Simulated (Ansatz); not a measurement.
SiO₂ (P4₁2₁2, No. 92) was calculated with PBE-D3(BJ) in Ansatz (PAW).

Settings: plane-wave cutoff 500 eV, 8×8×6 k mesh (along the axes of the cell as run), Fermi–Dirac smearing 0.05 eV, scalar-relativistic PAW data made under PBE.

Cell (relaxed at this level):

```yaml
crystal:
  lattice:
    - [4.94108, 0.00000, 0.00000]
    - [0.00000, 4.94108, 0.00000]
    - [0.00000, 0.00000, 6.81319]
  atoms:
    - { symbol: Si, position: [0.69013, 0.69013, 0.50000] }
    - { symbol: Si, position: [0.80987, 0.19013, 0.75000] }
    - { symbol: Si, position: [0.30987, 0.30987, 0.00000] }
    - { symbol: Si, position: [0.19013, 0.80987, 0.25000] }
    - { symbol: O, position: [0.87492, 0.76526, 0.31008] }
    - { symbol: O, position: [0.73474, 0.37492, 0.56008] }
    - { symbol: O, position: [0.12508, 0.23474, 0.81008] }
    - { symbol: O, position: [0.26526, 0.62508, 0.06008] }
    - { symbol: O, position: [0.37492, 0.73474, 0.43992] }
    - { symbol: O, position: [0.23474, 0.12508, 0.18992] }
    - { symbol: O, position: [0.62508, 0.26526, 0.93992] }
    - { symbol: O, position: [0.76526, 0.87492, 0.68992] }
```

Task: What does this level give for the band gap?

Result: 
* **band gap**: 5.65 eV (on the SCF k mesh)

Cost on a shared machine: roughly 8 core-minutes.

Ansatz is a program for electronic structure.
